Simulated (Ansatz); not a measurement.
Reference: KBr (Pm-3m), PBEsol, rigid bands (plane waves, PAW, scalar-relativistic; Ansatz, a quantum-chemistry and plane-wave program); geometry: cell and atoms relaxed with PBEsol.

KBr is taken in the cubic space group Pm-3m (No. 221), the CsCl type structure, Pearson symbol cP2. Cell: a = b = c = 3.9330 Å, α = β = γ = 90.00°. K on 1a is coordinated by 8 Br at 3.406 Å (cubic). Br on 1b is surrounded by 8 K at 3.406 Å (cubic). (Neighbours: up to the widest gap in distance over summed covalent radii, below 1.35, at either atom; cation-cation and far metal-metal contacts left out.)

| Property | Value |
|---|---|
| band gap | 3.96 eV |
| electron conductivity mass | 0.33 mₑ |
| Seebeck coefficient, n-type 1e19 cm⁻³ | -165 μV/K |

### Question
Replace K by Cs on the same sites and relax. What happens?

### Answer
CsBr (Pm-3m): volume per atom 30.4 to 38.2 Å³; band gap rises (3.96 eV to 4.45 eV); electron conductivity mass falls (0.33 mₑ to 0.30 mₑ); Seebeck coefficient, n-type 1e19 cm⁻³ falls in size (-165 μV/K to -155 μV/K).

### Question
Replace K by Rb on the same sites and relax. What happens?

### Answer
RbBr (Pm-3m): volume per atom 30.4 to 33.8 Å³; band gap stays about the same (3.96 eV to 4.04 eV); electron conductivity mass falls (0.33 mₑ to 0.31 mₑ); Seebeck coefficient, n-type 1e19 cm⁻³ stays about the same (-165 μV/K to -159 μV/K).

### Question
Swap Br for Cl, keeping the structure type. How do these values move?

### Answer
KCl (Pm-3m): volume per atom 30.4 to 26.1 Å³; band gap rises (3.96 eV to 4.96 eV); electron conductivity mass rises (0.33 mₑ to 0.40 mₑ); Seebeck coefficient, n-type 1e19 cm⁻³ rises in size (-165 μV/K to -185 μV/K).

Moves up to 5 % count as about the same. Masses are for dilute carriers at 300 K, harmonic means over directions unless an axis is named. Seebeck coefficients are for the stated density at 300 K, with one relaxation time for all states and whether or not that doping can be reached. Spin-orbit coupling is left out.

Computed structure with no diffraction record at hand here (it may be known, metastable or hypothetical): KBr (Pm-3m), KCl (Pm-3m), RbBr (Pm-3m).
